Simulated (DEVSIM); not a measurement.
Device: Co/SiO2/p-Ge capacitor, at 400 K.

```csv
layer (left to right),material,thickness (nm),Na (cm⁻³)
1,SiO2,7.10,-
2,Ge,6000,9.7e15
```

Metal gate on the left, work function 5 eV. Fixed charge at the semiconductor interface 9.3e10 cm⁻² (in units of +e); no interface traps.

Constants are typed, rounded textbook-type inputs, not results; the design itself was drawn at random and stands for no fabricated device. Values at 300 K; Nc and Nv go as T^1.5, mobilities as T to minus their exponent, the gap by Varshni's rule with the affinity fixed.

| parameter | SiO2 | Ge |
|---|---|---|
| gap (eV) | 9 | 0.664 |
| affinity (eV) | 0.9 | 4 |
| permittivity | 3.9 | 16 |
| Nc (cm⁻³) | - | 1.04e19 |
| Nv (cm⁻³) | - | 6e18 |
| Varshni α (eV/K) | - | 0.000477 |
| Varshni β (K) | - | 235 |

DEVSIM, 1D Poisson equation in equilibrium, Boltzmann statistics, complete ionisation; no quantum confinement or tunnelling. Metal contacts follow the ideal Schottky-Mott rule: no Fermi-level pinning, no interface dipoles.

The SiO2 thickness was swept, all else fixed.

```csv
SiO2 thickness (μm),flat-band voltage (V),capacitance of the dielectric stack (μF/cm²),threshold voltage (band bending 2φF) (V),minimum of the low-frequency capacitance (μF/cm²)
0.0028,0.60,1.23,0.75,0.139
0.0039,0.59,0.885,0.76,0.133
0.005,0.59,0.691,0.76,(withheld)
0.006,0.59,0.576,0.76,0.123
0.0071,0.58,0.486,0.76,0.118
0.0085,0.58,0.406,0.77,0.113
```

Q: Some entries are withheld; supply them.

A: 
- 0.005, minimum of the low-frequency capacitance (μF/cm²): 0.127
